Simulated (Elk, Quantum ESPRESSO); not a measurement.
An Elk input for a self-consistent single point of YbZnPb (P6_3mc, 6 atoms in the cell) (DFT, PBEsol, all-electron FP-LAPW, Elk's shipped species files, APW+lo basis with extra local orbitals):

```
tasks
  0

xctype
  22

rgkmax
  7.5

gmaxvr
  14.0

nxlo
  2

lorbcnd
  .true.

rmtscf
  0.97

lmaxi
  3

stype
  0

swidth
  0.00499791

maxscl
  100

scale
  1.889726125

avec
    4.7557198076    0.0000000447    0.0000000000
   -2.3778599425    4.1185741443    0.0000000000
    0.0000000000    0.0000000000    7.5782400000

atoms
  3
  'Yb.in'
  2
  0.0000000000  0.0000000000  0.7576600000    0.0 0.0 0.0
  0.0000000000  0.0000000000  0.2576600000    0.0 0.0 0.0
  'Zn.in'
  2
  0.6666666667  0.3333333333  0.9414700000    0.0 0.0 0.0
  0.3333333333  0.6666666667  0.4414700000    0.0 0.0 0.0
  'Pb.in'
  2
  0.6666666667  0.3333333333  0.5418600000    0.0 0.0 0.0
  0.3333333333  0.6666666667  0.0418600000    0.0 0.0 0.0

ngridk
  6 6 3
```

Task: Write the same calculation as an input for Quantum ESPRESSO.

Result: This is the input that was run; spellings and numerical settings could be chosen otherwise.

```fortran
&control
  calculation = 'scf'
  prefix = 'scf'
  outdir = './work'
  pseudo_dir = './'
  tprnfor = .true.
  tstress = .true.
/
&system
  ibrav = 0
  nat = 6
  ntyp = 3
  ecutwfc = 65
  ecutrho = 520
  occupations = 'smearing'
  smearing = 'gaussian'
  degauss = 0.0099958
  input_dft = 'pbesol'
/
&electrons
  conv_thr = 1.0d-10
  mixing_beta = 0.7
/
ATOMIC_SPECIES
Yb   173.0540  Yb.GGA-PBE-paw-v1.0.UPF
Zn    65.3800  Zn_pbe_v1.uspp.F.UPF
Pb   207.2000  Pb.pbe-dn-kjpaw_psl.0.2.2.UPF
ATOMIC_POSITIONS crystal
Yb    0.0000000000    0.0000000000    0.7576600000
Yb    0.0000000000    0.0000000000    0.2576600000
Zn    0.6666666667    0.3333333333    0.9414700000
Zn    0.3333333333    0.6666666667    0.4414700000
Pb    0.6666666667    0.3333333333    0.5418600000
Pb    0.3333333333    0.6666666667    0.0418600000
K_POINTS automatic
6 6 3  0 0 0
CELL_PARAMETERS angstrom
   4.7557198076     0.0000000000     0.0000000000
  -2.3778599038     4.1185741666     0.0000000000
   0.0000000000     0.0000000000     7.5782400000
```

Basis settings and potentials, where a program has them, do not carry over. This input uses DFT, PBEsol, plane waves, SSSP 1.1.2 precision (PBE) pseudopotentials.

The starting cell comes from a database of computed structures (which also holds hypothetical and non-ambient phases and stackings), without a prior relaxation at this level.
